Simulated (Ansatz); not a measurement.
Levels about the gap of amorphous Al$_{48}$O$_{36}$N$_{24}$ (108 atoms in a cell of 1209 Å³, 3.03 g/cm³; zone centre alone, so wide bands show as single levels with stretches between that a denser mesh fills), at the geometry that PBE relaxed, where it gives 0.1 GPa on a denser mesh. The participation number counts the atoms over which a state spreads; weights are charges in smoothed Voronoi cells. The levels come from a single point, so bond lengths are those of that geometry. Method of the levels: PBE, scalar-relativistic without spin-orbit coupling (Ansatz, a first-principles code). Sampling: the zone centre alone; Fermi-Dirac width 0.02 eV; no spin polarisation. At PBE the levels at the filled edge of the gap are localised (band-tail or defect states), and the nearest spread-out levels lie 2.9 eV apart at the zone centre.

A CHGNet melt-quench gave the starting glass, which DFT then relaxed. O and N atoms were pushed apart under 1.9 Å during the dynamics, to hinder bonds among them. The hot cell started wider than the set density and was brought back towards it in steps. It is the lowest in DFT energy of 2 quenches. It is a model cell: composition and starting density were chosen by hand, and all elements were melted together. No dispersion term was used. A short ab initio anneal came between quench and relaxation. Its density started from a set value of 3.16 and ended at 3.03 g/cm³. The quench (nominally 290 K/ps over its main leg) was far faster than any real one, so the model tends to hold more defects than a real film. One small periodic cell is one sample of the glass; other quenches scatter about these values. Volume and shape were free in the relaxation.

| E - E(highest filled), eV | filling | participation number | largest on | weight N | weight Al | weight O |
|---|---|---|---|---|---|---|
| -0.85 | filled | 9.1 | N, 4 neighbours | 0.66 | 0.13 | 0.21 |
| -0.80 | filled | 16.7 | N, 4 neighbours | 0.63 | 0.13 | 0.24 |
| -0.64 | filled | 12.6 | N, 4 neighbours | 0.69 | 0.12 | 0.19 |
| -0.61 | filled | 9.7 | N, 3 neighbours | 0.68 | 0.11 | 0.20 |
| -0.53 | filled | 6.2 | N, 4 neighbours | 0.69 | 0.12 | 0.18 |
| -0.29 | filled | 2.3 | N, 3 neighbours | 0.78 | 0.12 | 0.10 |
| 0.00 | filled | 2.5 | N, 3 neighbours | 0.75 | 0.11 | 0.14 |
| 2.25 | empty | 95.1 | Al, 4 neighbours | 0.25 | 0.45 | 0.30 |
| 3.92 | empty | 35.0 | Al, 4 neighbours | 0.26 | 0.47 | 0.27 |
| 3.97 | empty | 41.9 | Al, 4 neighbours | 0.29 | 0.48 | 0.23 |
| 4.12 | empty | 48.6 | Al, 4 neighbours | 0.28 | 0.46 | 0.26 |
| 4.17 | empty | 41.8 | Al, 4 neighbours | 0.30 | 0.49 | 0.21 |
| 4.25 | empty | 60.8 | Al, 4 neighbours | 0.26 | 0.46 | 0.29 |
| 4.36 | empty | 46.3 | Al, 5 neighbours | 0.25 | 0.47 | 0.27 |

Most localised among these is the filled level at -0.29 eV, on a N atom, which has 3 neighbours (Al 1.75 Å, Al 1.79 Å, Al 1.83 Å).
